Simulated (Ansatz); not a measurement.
# A constructed model of the (110) surface of bcc Nb, a cell of two sites (a+b, b-a) layer of Ga, one a cell, on the site that continues the host's stacking (bottom of the slab: a bare face, its two planes held)

Level of theory: PBE (plane waves to 420 eV, PAW; Ansatz, an electronic-structure program).

Slab: 13 atoms, 14.2 Å thick at the start; k 11x8x1, smearing 0.1 eV, dipole-corrected; 4 atoms held, the rest relaxed; start symmetry kept, larger cells not searched; no spin, no spin-orbit, no U. It is one candidate, not shown to be the stable structure of the face.

The work function of the top face is 4.08 eV, the energy released by relaxation is 0.21 eV and the cost is very roughly 11 core-minutes.
